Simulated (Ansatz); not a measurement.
Base system: SiO₂ in the rutile structure (space group P4_2/mnm, No. 136; a = 4.195 Å, c = 2.678 Å).

Calculations: PBEsol (Ansatz, a first-principles code), no SOC.

Before the change:

- Electron mass: 0.37 mₑ along c, 0.47 mₑ across (at Γ)
- Pressure: 0.00 GPa
- Width of the top valence band: 2.67 eV

The change: the cell is scaled by 1.0060 in all directions; the atoms relax in the strained cell.

Task: Estimate the effect on the electron mass, mean gap deformation potential ΔEg/Δln V, pressure and width of the top valence band.

Result: The electron mass becomes 0.36 mₑ along c, 0.46 mₑ across (at Γ) (base: 0.37 mₑ along c, 0.47 mₑ across (at Γ)); the mean gap deformation potential ΔEg/Δln V is -16.1 eV; the pressure (mean of the normal stresses, compression positive) goes from zero to -5.14 GPa; the width of the top valence band decreases by 0.058 eV to 2.62 eV.

Masses are band curvatures over ±0.01 Å⁻¹ around the edge. Gaps are Kohn–Sham eigenvalue differences; semilocal functionals usually give less than the measured gap. Stability against distortions was not tested.
